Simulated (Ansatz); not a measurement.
**Response to strain in Y**

The reference is Y in the hcp (Mg type) structure (space group P6_3/mmc, No. 194; a = 3.681 Å, c = 5.721 Å; relaxed with 0.1 eV smearing).

Strains are applied to the cell and any free atomic positions relax.

Computed with Kohn–Sham DFT with the r2SCAN functional, run in Ansatz (a quantum-chemistry and plane-wave program) with PAW and 500 eV plane waves, without spin-orbit coupling, earlier PAW set.

Notes on the quantities. pressure: mean of the normal stresses, compression positive.

```tsv
isotropic strain (%)	pressure (GPa)
-5.91	9.5
-1.4	?
0	0.0
4.95	-4.6
5.32	-4.9
```

Problem. Fit P = P₀ − Bδ + Cδ² with δ = (1 + ε)³ − 1 to the rows shown and predict the withheld row.

Solution. Least squares on the printed values gives P₀ = 0.0 GPa, B = 42.9 GPa (at held cell shape), C = 83.3 GPa (largest residual 0.1 GPa); this predicts 1.9 GPa, and the run gives 1.8 GPa, in agreement.

Whether these cells are dynamically stable was not tested. All final runs are without spin polarisation.
